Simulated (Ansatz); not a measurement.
Consider O vacancy in monoclinic ZrO2 with all lengths changed by -1 %, neutral cell. Level of theory: PBE, PAW (plane waves to 420 eV; Ansatz, a program for electronic structure).

96-site cell at the strained lattice (strain from the relaxed PBE one, atoms relaxed), the Γ point alone, smearing 0.01 eV, spin-restricted, no finite-size correction. Static, classical nuclei. The charge state is imposed; whether it is stable for some Fermi level was not computed. Forms of the defect that were not tried may lie lower. The start lies 0.10 eV above the lowest site run (PBE).

Barriers: single points on a 2×2×2 k-point mesh shifted by half a step at the bands' geometries (they differ from the bands' own by up to 0.07 eV, and are uncertain by about as much).

The step: one O atom jumps into the vacancy from a nearby O site; the atom moves 2.68 Å along (-0.01, -0.16, -0.48) of the unit cell; the moving atom starts with neighbours O at 2.56, O at 2.59; Zr at 2.03, Zr at 2.06, Zr at 2.17 Å and ends with O at 2.55, O at 2.57; Zr at 2.05, Zr at 2.07, Zr at 2.13 Å.

Q: Estimate the migration barrier of this step that PBE, PAW returns for this input.

A: 1.38 eV, the same both ways. At the saddle the moving atom has neighbours Zr at 1.98, Zr at 2.22, Zr at 2.37 Å. The saddle point's order was not checked.
